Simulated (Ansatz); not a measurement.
The starting structures come from a database of crystals and need not be the phases stable at ambient conditions.

 Where the default PAW files enter, the runs use the earlier of Ansatz's two default sets.

Evanescent states of Cd(InSe₂)₂ (I-42m, not sure to be the ambient phase, 7 atoms a cell, 29.2 Å³ an atom) along the normal of (101)

All values below come from PBEsol (plane waves, PAW; Ansatz, an electronic-structure program).

The gap is the functional's own, uncorrected, and κ follows it; spin-orbit coupling is left out. Mid-gap values are interpolated between the computed energies.

Energies count from the valence-band top; κ is the least over a 6×6 mesh across the current.

```tsv
E (eV)	κ (1/Å)	where
0.03	0.029	Γ
0.09	0.047	Γ
0.15	0.057	Γ
0.21	(withheld)	Γ
0.27	(withheld)	Γ
0.33	(withheld)	Γ
0.39	(withheld)	Γ
0.45	(withheld)	Γ
0.51	(withheld)	Γ
0.57	0.055	Γ
0.63	0.045	Γ
0.69	0.028	Γ
```

Q: Some entries are withheld; supply them.

A: 
- 0.21, κ (1/Å): 0.063
- 0.27, κ (1/Å): 0.067
- 0.33, κ (1/Å): 0.068
- 0.39, κ (1/Å): 0.068
- 0.45, κ (1/Å): 0.066
- 0.51, κ (1/Å): 0.061
